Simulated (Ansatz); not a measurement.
These are PBE (plane waves to 420 eV, PAW; Ansatz, an electronic-structure program) values and carry that method's errors.

Plane-averaged electrostatic potential energy along the normal, in eV from the Fermi level, for the (111) surface of germanium, Ga on one of 1 atoms of the third shell, no caps (bottom of the slab: built like the top, H on every dangling bond, free):

(z (Å), V (eV)): (3.86, 4.54); (4.16, 4.54); (4.45, 4.54); (4.75, 4.53); (5.05, 4.53); (5.34, 4.53); (5.64, 4.53); (5.94, 4.53); (6.23, 4.52); (6.53, 4.51); (6.83, 4.47); (7.12, 4.39); (7.42, 4.17); (7.72, 3.63); (8.02, 2.38); (8.31, 2.41); (8.61, 2.26); (8.91, -0.04); (9.20, -3.29); (9.50, -6.12); (9.80, -8.51); (10.09, -9.19); (10.39, -7.92); (10.69, -5.33); (10.98, -2.43); (11.28, 0.64); (11.58, 2.21); (11.88, 2.03); (12.17, -0.01); (12.47, -3.05); (12.77, -5.68); (13.06, -7.83); (13.36, -8.71); (13.66, -7.80); (13.95, -5.62); (14.25, -2.95); (14.55, 0.14); (14.84, 2.23); (15.14, 2.46); (15.44, 0.95); (15.73, -2.19); (16.03, -5.40); (16.33, -8.04); (16.62, -8.31); (16.92, -6.52); (17.22, -3.71); (17.52, -1.25); (17.81, 1.29); (18.11, 2.60); (18.41, 2.51); (18.70, 0.94); (19.00, -2.28); (19.30, -5.59); (19.59, -8.71); (19.89, -10.08); (20.19, -9.14); (20.48, -6.22); (20.78, -3.00); (21.08, 0.26); (21.38, 2.40); (21.67, 3.33); (21.97, 3.76); (22.27, 3.96); (22.56, 4.05); (22.86, 4.09); (23.16, 4.11); (23.45, 4.12); (23.75, 4.13); (24.05, 4.13); (24.34, 4.13); (24.64, 4.13)

Model: 9-atom slab, 12.4 Å thick at the start with caps and adatoms (thin: gaps and levels are the slab's own), 8x8x1 mesh, Fermi-Dirac 0.025 eV, dipole correction, 2 atoms held, the rest relaxed; start symmetry kept, larger cells not searched; no spin (no spin-polarised run to compare, though such a face may carry moments), no spin-orbit, no U. The slab shows no gap on its mesh. In PBE it lies 0.42 eV a 1x1 cell over the lowest computed structure of the same composition (Ga on one of 1 surface atoms, no caps).

Q: The surface cell has an area of 14.37 Å². What dipole along the normal does the step between the two vacuum levels imply?

A: the top vacuum level lies 0.41 eV below the bottom one; p = −ε₀ A ΔV (ε₀ = 0.005526 e/(V·Å)) gives 0.03 e·Å a cell.
